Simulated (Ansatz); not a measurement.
Abridged Ansatz (a program for electronic structure) output:

```
Relaxation: its limit of steps is 50 (relax.max_steps)
Pseudopotential: Ti, paw, valence charge 12
Crystal: 2 atoms, lattice volume = 34.762 Å³
Basis set: ecut = 500 eV, 881 PW (Γ), exchange–correlation on 96×96×144 points (64 copies of the dense FFT grid, shifted against one another)
Bands: 16, of which v1, the nominal top of the filled ones, is band 12 counted from 1 (11 counted from 0)
Symmetry: 24 space group operations
k-points: 222 of 3240
Functional: x = r2scan, c = r2scan; τ floored in thin density (d = 2e-4 eV/Å³)
SCF iter   1: F=—  HF=-5008.702945 eV  |F-HF|=—  |Δ(HF+E_count)|=         —  Δρ=1.67e-2  dr2=8.59e-2  dr2_τ=1.56e-2  ethr=1.77e-3  ⟨swp⟩=4.1  Hψ=14738  notcnv=0
SCF iter   2: F=—  HF=-5008.745508 eV  |F-HF|=—  |Δ(HF+E_count)|=   4.26e-2  Δρ=5.89e-3  dr2=1.03e-2  dr2_τ=8.13e-4  ethr=3.58e-4  ⟨swp⟩=2.8  Hψ=8401  notcnv=0
SCF 1 converged in 7 iterations: F = -5008.746444 eV  dr2 = 1.49e-10
relax step   1: F+E_penalty+E_count = -5008.74644377 eV  Δ(F+E_penalty+E_count) = +0.000e0 eV  max|allowed force component| = 2.313e-16 eV/Å  Δτ_max = 0.0000 Å  (7 SCF iters, accepted)
Crystal: 2 atoms, lattice volume = 34.762 Å³
SCF iter   1: F=—  HF=-5008.746444 eV  |F-HF|=—  |Δ(HF+E_count)|=         —  Δρ=7.39e-7  dr2=1.49e-10  dr2_τ=7.66e-12  ethr=1.00e-12  ⟨swp⟩=1.4  Hψ=20953  notcnv=0
SCF iter   2: F=-5008.746444 eV  HF=-5008.746444 eV  |F-HF|=9.09e-13  |Δ(HF+E_count)|=  1.18e-11  Δρ=2.58e-7  dr2=1.04e-11  dr2_τ=2.28e-12  ethr=1.00e-12  ⟨swp⟩=3.5  Hψ=10053  notcnv=0
SCF 2 converged in 2 iterations: F = -5008.746444 eV  dr2 = 1.04e-11
SCF converged after 2 iterations
Free energy (F): -5008.746444 eV
Internal energy: -5008.732004 eV  (E = F + TS)
E sigma→0 (E₀):  -5008.739224 eV
Entropy (-TS):   -0.014440 eV (-7.220 meV/atom)
Fermi energy:    13.405993 eV
--- Forces (eV/Å), atoms counted from 1 ---
  atom   1  Ti     0.00000000     0.00000000     0.00000000
  atom   2  Ti     0.00000000    -0.00000000     0.00000000
--- Stress (GPa, compression-positive) ---
       -0.335084      -0.000000       0.000000
        0.000000      -0.335084       0.000000
        0.000000       0.000000      -0.839700
  P = ⅓ Tr σ = -0.5033 GPa (-5.033 kbar)
--- Relaxed structure (1 steps of the walk, 1 accepted, 0 SCFs on fresh bases) ---
  atoms:
    - { symbol: Ti, position: [0.3333333333333333, 0.6666666666666666, 0.7499999999999999] }
    - { symbol: Ti, position: [0.6666666666666666, 0.3333333333333333, 0.24999999999999997] }
```

Question: What was computed, and what are the main results?

Answer: Ti, 2 atoms in the cell, with r2SCAN, PAW, 500 eV (Ansatz; no spin-orbit coupling). The last SCF converged to F = -5008.746444 eV, or -2504.3732 eV per atom, at a pressure of -0.50 GPa. The total energy compares only with runs of the same code, potentials and settings.

Without a gap, meshes like the base's 18×18×10 leave anisotropic stresses uncertain by several tenths of a GPa, and small strain energies with them. The cells carry an imposed strain or load. No phonon test of stability was made. The final runs are not spin-polarised. The cell was made from Ti in the hcp (Mg type) structure (space group P6_3/mmc, No. 194) by this change: uniaxial strain ε_zz = +0.44 %.

Keys are those of Ansatz 0.2.
